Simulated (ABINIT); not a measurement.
Input and output of a self-consistent single point for As (R-3m, 2 atoms in the cell) (ABINIT).

Method of the run: PBE, norm-conserving pseudopotentials (PseudoDojo nc-sr-05 PBE standard) (plane waves; ABINIT 10.0.3).

The change in words: lattice scaled by 0.98. Reference geometry:
```
As
1.0
    3.68036    -1.88000     0.00000
    3.68036     1.88000     0.00000
    2.72002     0.00000     3.11142
As
2
Direct
  0.22700   0.22700   0.22700
  0.77300   0.77300   0.77300
```

Reference input (self-consistent single point, DFT, PBE, plane waves, norm-conserving pseudopotentials (PseudoDojo nc-sr-05 PBE standard)): pseudos = [As.upf]; ecut = 42 Ha; occopt = 3; tsmear = 0.05 eV; ngkpt = 7 7 7; nshiftk = 1; shiftk = 0 0 0; potentials = PseudoDojo nc-sr-05 PBE standard; nband = 21; kptopt = 1; nstep = 80; tolvrs = 1e-10. This run's input differs from it in these lines:

```diff
@@ -3,7 +3,7 @@
 pseudos "As.upf"
-acell 4.1327324821 4.1327324821 4.1327324821 Angstrom
+acell 4.0500780923 4.0500780923 4.0500780923 Angstrom
 rprim
-         0.8905400545   -0.4549048376   -0.0000000001
-         0.8905400545    0.4549048376   -0.0000000001
-         0.6581659911    0.0000000000    0.7528728500
+         0.8905400466   -0.4549048531    0.0000000694
+         0.8905400466    0.4549048531    0.0000000694
+         0.6581659064   -0.0000000000    0.7528729240
 natom 2
```

The program printed (abridged):

```
--- !BeginCycle
solver: {iscf: 7, nstep: 80, nline: 4, wfoptalg: 0, }
tolerances: {tolvrs: 1.00E-10, }
...

     iter   Etot(hartree)      deltaE(h)  residm     vres2
 ETOT  1  -210.92676457907    -2.109E+02 2.041E+00 8.677E+00
 ETOT  2  -212.12898924367    -1.202E+00 7.079E-02 1.220E+01
 ETOT  3  -212.12998520409    -9.960E-04 3.876E-03 2.106E+00
 ETOT  4  -212.13014779703    -1.626E-04 3.180E-03 1.432E-01
 ETOT  5  -212.13016144751    -1.365E-05 8.468E-04 7.842E-03
 ETOT  6  -212.13016206963    -6.221E-07 8.477E-04 2.386E-04
 ETOT  7  -212.13016208087    -1.123E-08 4.367E-04 2.024E-06
 ETOT  8  -212.13016208096    -8.990E-11 3.443E-04 1.460E-07
 ETOT  9  -212.13016208096    -6.963E-12 1.840E-04 3.423E-09
 ETOT 10  -212.13016208096     1.052E-12 1.686E-04 9.153E-12
 At SCF step   10       vres2   =  9.15E-12 < tolvrs=  1.00E-10 =>converged.

 Cartesian components of stress tensor (hartree/bohr^3)
  sigma(1 1)= -2.38687149E-04  sigma(3 2)=  0.00000000E+00
  sigma(2 2)= -3.42074961E-04  sigma(3 1)=  3.19106396E-05
  sigma(3 3)= -3.32225749E-04  sigma(2 1)=  0.00000000E+00

 ----iterations are completed or convergence reached----

 reduced coordinates (array xred) for    2 atoms
       0.227000000000      0.227000000000      0.227000000000
       0.773000000000      0.773000000000      0.773000000000
 cartesian forces (eV/Angstrom) at end:
    1      0.61037411772141    -0.00000000000000     0.18839191762493
    2     -0.61037411772141    -0.00000000000000    -0.18839191762493
 frms,max,avg= 3.6880351E-01 6.1037412E-01   0.000E+00  0.000E+00  0.000E+00 e/A
   [... lines left out ...]
 Fermi (or HOMO) energy (hartree) =   0.23475   Average Vxc (hartree)=  -0.40622
 Fermi (or HOMO) energy (eV) =   6.38785   Average Vxc (eV)= -11.05368
   [... lines left out ...]
total_energy        : -2.12130162080963E+02
total_energy_eV     : -5.77235526866910E+03
band_energy         : -2.22478609630990E+01
...

-Cartesian components of stress tensor (GPa)         [Pressure=  8.9537E+00 GPa]
- sigma(1 1)= -7.02241720E+00  sigma(3 2)=  0.00000000E+00
- sigma(2 2)= -1.00641911E+01  sigma(3 1)=  9.38843274E-01
- sigma(3 3)= -9.77441736E+00  sigma(2 1)=  0.00000000E+00

 Calculation completed.
```

The run converged in 10 iterations. Against the reference run the free energy goes up by 47.1 meV/atom, the pressure goes from 3.23 to 8.95 GPa and the largest force goes from 0.208 to 0.639 eV/Å.

The starting cell has typed, rounded lattice constants, without a prior relaxation at this level. For this run, on top of that: lattice scaled by 0.98. With a pressure of about 9 GPa the cell is away from its equilibrium volume at this level.

Cost on one core of a shared machine: roughly 2 min.
